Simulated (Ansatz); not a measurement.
Base system: AlP in the zinc blende structure (space group F-43m, No. 216; a = 5.5073 Å).

(Cell as relaxed with PBE.)

Levels (all Ansatz, a first-principles code, PAW, earlier PAW set): PBE (420 eV, no spin-orbit coupling); PBEsol (420 eV, no spin-orbit coupling).

Each level relaxes its own structure.

```json
[
 {"quantity": "volume per atom", "PBE": "20.88 Å³", "PBEsol": "20.46 Å³"},
 {"quantity": "lattice parameter a", "PBE": "5.507 Å", "PBEsol": "5.470 Å"},
 {"quantity": "band gap", "PBE": "1.63 eV", "PBEsol": "1.45 eV"},
 {"quantity": "gap character", "PBE": "indirect, Γ → X", "PBEsol": "indirect, Γ → X"},
 {"quantity": "electron mass", "PBE": "0.81 mₑ along k, 0.25 mₑ across", "PBEsol": "0.77 mₑ along k, 0.24 mₑ across"},
 {"quantity": "hole mass (degenerate bands, along [100])", "PBE": "0.19, 0.56, 0.56 mₑ", "PBEsol": "0.19, 0.54, 0.54 mₑ"}
]
```

PBE's volume per atom lies 0.42 Å³ above PBEsol's (2.0 %); PBE's lattice parameter a lies 0.037 Å above PBEsol's (0.7 %); PBE's band gap lies 0.18 eV above PBEsol's; the two agree on the gap character. Neither level is exact; PBEsol is the comparison here, not a measurement.

Masses are band curvatures over ±0.01 Å⁻¹ around the edge. Along k means along the line from Γ to the band edge. Stability against distortions was not tested.
